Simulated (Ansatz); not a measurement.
We consider PtSb (model structure, started from the CsCl type, Pm-3m, No. 221, 2 atoms in the cell), described by PBE-D3(BJ) in Ansatz (PAW).

Excerpt of the program's output:

```
WARN output.stress: scf.convergence.dr2_threshold = 1e-7 eV (the SCF's general default) is looser than the 2e-10 eV advised for a printed stress (1e-10 eV for …
Relaxation: its limit of steps is 80 (relax.max_steps)
Crystal: 2 atoms, lattice volume = 37.677 Å³
Basis set: ecut = 520 eV, 1021 PW (Γ), exchange–correlation on 50×50×50 points (8 copies of the dense FFT grid, shifted against one another)
Bands: 21, of which v1, the nominal top of the filled ones, is band 17 counted from 1 (16 counted from 0)
Symmetry: 48 space group operations
Space group: Pm-3m (ITA 221), of the structure as read, at distance tolerance 3.4e-5 Å
k-points: 165 of 4096
Functional: x = pbe(κ = 0.804, μ = 0.2195149727645171), c = pbe(β = 0.06672455060314922)
SCF iter   1: F=—  HF=-19008.954607 eV  |F-HF|=—  |Δ(HF+E_count)|=         —  Δρ=4.55e-3  dr2=1.05e-2
SCF iter   2: F=—  HF=-19008.952533 eV  |F-HF|=—  |Δ(HF+E_count)|=   2.07e-3  Δρ=2.35e-3  dr2=2.06e-3
  ...
SCF iter   5: F=—  HF=-19008.952077 eV  |F-HF|=—  |Δ(HF+E_count)|=   1.74e-5  Δρ=3.18e-5  dr2=2.95e-7
SCF iter   6: F=-19008.952077 eV  HF=-19008.952077 eV  |F-HF|=5.09e-10  |Δ(HF+E_count)|=   4.96e-8  Δρ=9.12e-6  dr2=2.13e-8
SCF 1 converged in 6 iterations: F = -19008.952077 eV  dr2 = 2.13e-8
relax step   1: F+E_penalty+E_count = -19008.95207727 eV  Δ(F+E_penalty+E_count) = +0.000e0 eV  max|allowed force component| = 6.258e-29 eV/Å  Δτ_max = 0.0000 Å  (6 SCF iters, accepted)
SCF converged after 6 iterations
Free energy (F): -19008.952077 eV
Internal energy: -19008.944748 eV  (E = F + TS)
E sigma→0 (E₀):  -19008.948413 eV
Fermi energy:    18.291106 eV
--- Forces (eV/Å), atoms counted from 1 ---
  atom   1  Pt    -0.00000000     0.00000000     0.00000000
  atom   2  Sb     0.00000000    -0.00000000     0.00000000
--- Stress (GPa, compression-positive) ---
        3.043384       0.000000       0.000000
       -0.000000       3.043384       0.000000
        0.000000       0.000000       3.043384
  P = ⅓ Tr σ = 3.0434 GPa (30.434 kbar)
```

Question: Write an input file that could have produced this run (the log leaves some choices open).

Answer: One answer among several that fit: 
Ansatz 0.2 input:
```yaml
crystal:
  lattice:
    - [3.3524289759, 0.0, 0.0]
    - [0.0, 3.3524289759, 0.0]
    - [0.0, 0.0, 3.3524289759]
  atoms:
    - { symbol: Pt, position: [0.0, 0.0, 0.0] }
    - { symbol: Sb, position: [0.5, 0.5, 0.5] }
basis:
  ecutwfc: 520
  ecutrho_ratio: 4
  xc_grid: 2
kpoints:
  mp_grid: { grid: [16, 16, 16] }
hamiltonian:
  xc: pbe
  dispersion: d3bj
  pseudopotentials: { kind: paw }
scf:
  occupations: { method: fermi_dirac, width: 0.05 }
output:
  forces: true
  stress: true
  eigenvalues: true
relax:
  f_tol: 0.004
  escape_saddle: false
  max_steps: 80
```

The cell is one volume of an energy–volume scan, off the minimum.

Note: the relaxation could raise the start's symmetry but not lower it, so the cell can be a saddle point.

A model structure was made by putting elements into a prototype or built by hand; it is no filed structure, need not be a known phase, and can be a saddle point held by its symmetry.

Ansatz is a program for electronic structure.
